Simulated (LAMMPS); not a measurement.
MD of Cu (fcc) with 10 % of Cu sites Zr at zero pressure over temperature, 2048 atoms; each row names its start.

Method: classical MD, pair style eam/fs, file CuZr_mm.eam.fs (LAMMPS).

```json
[
 {"T (K), start": "300, crystal", "state": "crystal; no diffusion seen in 30 ps", "volume": "13.0905 ± 0.0005 Å³/atom", "enthalpy": "-3.4754 ± 0.0001 eV/atom", "first peak of g(r), Cu-Zr": "2.71 Å, height 6.1", "coordination number of Cu by Zr": "1.20 (counted to 3.18 Å)", "D(Cu)": "-", "D(Zr)": "-"},
 {"T (K), start": "1000, crystal", "state": "slow or partial motion within 30 ps, no clear phase", "volume": "13.64 ± 0.02 Å³/atom", "enthalpy": "-3.262 ± 0.001 eV/atom", "first peak of g(r), Cu-Zr": "2.79 Å, height 3.3", "coordination number of Cu by Zr": "1.60 (counted to 3.86 Å)", "D(Cu)": "-", "D(Zr)": "-"},
 {"T (K), start": "1360, melt", "state": "liquid", "volume": "14.107 ± 0.003 Å³/atom", "enthalpy": "-3.1004 ± 0.0005 eV/atom", "first peak of g(r), Cu-Zr": "2.80 Å, height 2.7", "coordination number of Cu by Zr": "1.53 (counted to 3.86 Å)", "D(Cu)": "(1.90 ± 0.02) × 10^-5 cm²/s", "D(Zr)": "(1.1 ± 0.1) × 10^-5 cm²/s"},
 {"T (K), start": "1650, melt", "state": "liquid", "volume": "14.440 ± 0.004 Å³/atom", "enthalpy": "-2.9861 ± 0.0006 eV/atom", "first peak of g(r), Cu-Zr": "2.78 Å, height 2.6", "coordination number of Cu by Zr": "1.50 (counted to 3.82 Å)", "D(Cu)": "(4.20 ± 0.05) × 10^-5 cm²/s", "D(Zr)": "(2.47 ± 0.10) × 10^-5 cm²/s"},
 {"T (K), start": "2010, melt", "state": "liquid", "volume": "14.885 ± 0.007 Å³/atom", "enthalpy": "-2.8571 ± 0.0008 eV/atom", "first peak of g(r), Cu-Zr": "2.78 Å, height 2.3", "coordination number of Cu by Zr": "1.50 (counted to 3.86 Å)", "D(Cu)": "(8.2 ± 0.1) × 10^-5 cm²/s", "D(Zr)": "(5.5 ± 0.3) × 10^-5 cm²/s"}
]
```

Caution (rows 300, crystal; 1000, crystal): the random arrangement on this lattice is imposed, and need not be a phase that exists in equilibrium.

Caution (row 1000, crystal): enthalpy drifts during the constant-pressure average: a transition or slow ageing; fluctuation values are void.

Caution (rows 1360, melt; 1650, melt; 2010, melt): a run this short can hold a crystal over, or a liquid under, the potential's own melting point, which these runs don't give.

States go by the mean squared displacement: a species diffuses where it passes 1.5 Å², still rises and gives D over 1e-6 cm²/s; a crystal has left its structure where atoms lie 0.35 Å off their sites on average or a cubic box changes its shape by 3 %, or the axial ratios of another lie 8 % off the starting cell's, which the potential's own relaxation can also do.

Errors of D are the spread over four groups of atoms in one short run; a floor of about 5 %, a picked value, is safer.

Errors shown are sampling errors alone.
